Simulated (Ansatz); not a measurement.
## How the lattice constant a of Ti3Ru (model structure, started from the Cu3Au type, Pm-3m, No. 221, 4 atoms in the cell) moves with the method

No measured value is used here.

```
level (code)     value (Å)
---------------  ---------
LDA (Ansatz)         3.912
PBE (Ansatz)         4.004
PBEsol (Ansatz)      3.954
r²SCAN (Ansatz)      3.990
```

The crystal itself was run without spin with LDA, PBE, PBEsol, r²SCAN; a magnetic state was not tried in these runs. LDA, PBE, PBEsol, r²SCAN: the run has no spin polarisation, so it can have missed a magnetic state. Cutoffs differ between the levels. Ansatz's density-functional and Hartree–Fock values are scalar-relativistic unless marked +SOC, with PAW data made under PBE.

A model structure was made by putting elements into a prototype or built by hand; it is no filed structure, need not be a known phase, and can be a saddle point held by its symmetry.

Ansatz is an electronic-structure program.
